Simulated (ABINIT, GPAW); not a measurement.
A GPAW input for a self-consistent single point of LiBr (Fm-3m, 2 atoms in the cell) (DFT LDA (Perdew-Wang 92), plane waves, GPAW PAW datasets LDA (gpaw-data 1.0.1)):

```python
from ase import Atoms
from ase.units import GPa
from gpaw import GPAW

atoms = Atoms(['Li', 'Br'],
              cell=[[0.000000, 2.750000, 2.750000],
                    [2.750000, 0.000000, 2.750000],
                    [2.750000, 2.750000, 0.000000]],
              scaled_positions=[[0.000000, 0.000000, 0.000000],
                                [0.500000, 0.500000, 0.500000]],
              pbc=True)

calc = GPAW(mode={'name': 'pw', 'ecut': 550},
            xc='LDA',
            kpts={'size': (10, 10, 10), 'gamma': True},
            occupations={'name': 'fermi-dirac', 'width': 0.05},
            nbands=-8,
            convergence={'density': 1e-05, 'bands': -6},
            symmetry={'symmorphic': False, 'tolerance': 0.0005},
            maxiter=100,
            txt='-')

atoms.calc = calc

energy = atoms.get_potential_energy()
print('Energy (eV):', round(energy, 6))
forces = atoms.get_forces()
print('Forces (eV/Ang):')
print(forces.round(5))
stress = atoms.get_stress()
print('Stress (GPa, Voigt):', (stress / GPa).round(4))
```

Question: Translate this input to ABINIT.

Answer: This is the input that was run; spellings and numerical settings could be chosen otherwise.

```
# LiBr, JTH v2.0 LDA PAW
pp_dirpath "./"
pseudos "Li.LDA_PW-JTH.xml, Br.LDA_PW-JTH.xml"
acell 3*1.0 Angstrom
rprim
        -0.0000000000    2.7500000000    2.7500000000
         2.7500000000    0.0000000000    2.7500000000
         2.7500000000    2.7500000000    0.0000000000
natom 2
ntypat 2
znucl 3 35
typat 1 2
xred
         0.0000000000    0.0000000000    0.0000000000
         0.5000000000    0.5000000000    0.5000000000
ecut 40 Ry
pawecutdg 80 Ry
pawxcdev 0
occopt 3
tsmear 0.05 eV
nband 10
kptopt 1
ngkpt 10 10 10
nshiftk 1
shiftk 0 0 0
nstep 50
tolvrs 1.0e-11
prtwf 0
prtden 0
prtvol 1
```

Basis settings and potentials, where a program has them, do not carry over. This input uses DFT, LDA (PW92), plane waves, PAW (JTH v2.0 LDA PAW). LDA parametrisations can differ slightly between programs. Both were run: pressure -2.55 GPa in GPAW and -2.96 in ABINIT; gap on the mesh 4.644 eV in GPAW and 4.633 in ABINIT.

On ABINIT: the starting cell has typed, rounded lattice constants, without a prior relaxation at this level.

On GPAW: the starting cell has typed, rounded lattice constants, without a prior relaxation at this level.
